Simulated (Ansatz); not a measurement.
We consider In2SeS (model structure, started from the Cd2SeS type, P3m1, No. 156, 4 atoms in the cell), described by LDA in Ansatz (PAW).

Run with plane-wave cutoff 520 eV, 18×18×8 k mesh (along the axes of the cell as run), Fermi–Dirac smearing 0.05 eV, scalar-relativistic PAW data made under PBE.

Cell (relaxed at this level):

```
In2SSe
1.0
    3.95418     0.00000     0.00000
   -1.97709     3.42442     0.00000
    0.00000     0.00000     8.94388
In Se S
2 1 1
Direct
  0.00000   0.00000   0.45232
  0.33333   0.66667   0.01809
  0.33333   0.66667   0.59268
  0.00000   0.00000   0.18491
```

Question: Give the computed band gap and direct gap at Γ.

Answer: 
band gap: 0.26 eV (on the SCF k mesh)
direct gap at Γ: 2.30 eV

Note: the relaxation could raise the start's symmetry but not lower it, so the cell can be a saddle point.

Spin–orbit coupling is not included.

Static lattice: no zero-point or thermal effects.

Computing time: about 30 core-minutes (a rough figure).

A model structure was made by putting elements into a prototype or built by hand; it is no filed structure, need not be a known phase, and can be a saddle point held by its symmetry.

Ansatz is a program for electronic structure.
